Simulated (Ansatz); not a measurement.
The parent structure is a 15-atom supercell of BaTiO$_{3}$ in the cubic perovskite structure (space group Pm-3m, No. 221; a = 4.019 Å) at its relaxed geometry.

Computed with PBE/PAW in Ansatz (a first-principles code), no spin-orbit coupling.

Base values:

The pressure is 0.0 GPa.

Perturbation: a neutral Ti interstitial (started 1.74 Å from the nearest host atom), atoms relaxed at fixed cell, starting from a slightly rattled geometry.

Problem. Estimate the effect on the final site of the added atom.

Solution. The final site of the added atom comes out as 4 O at 2.04 Å (square planar).

Problem. Predict the new largest displacement of a host atom from its site in the perfect cell.

Solution. The largest displacement of a host atom from its site in the perfect cell comes out as 0.47 Å.

Problem. How does this affect the pressure?

Solution. The pressure goes from zero to 13.9 GPa.

The magnetic state is the one reached from the starting moments; the real material's order can differ, and small cells can't hold many antiferromagnetic ones. In so small a cell the defect repeats every few ångströms: this is an ordered compound, not a dilute defect. The mesh was chosen for an insulator and is coarse for the gapless case. No Hubbard U is applied, and correlation can decide whether such a compound is a metal. Spin-polarised in the final run: Ti interstitial (started 1.74 Å from the nearest host atom); the other runs are not. Many cubic perovskites are stable only at high temperature; tilts and polar distortions were not tested. The defect cell is spin-polarised and ends with 1.7 μB, a fractional moment that hangs on the mesh and smearing. This is not the structure that BaTiO3 has at room temperature and ambient pressure.
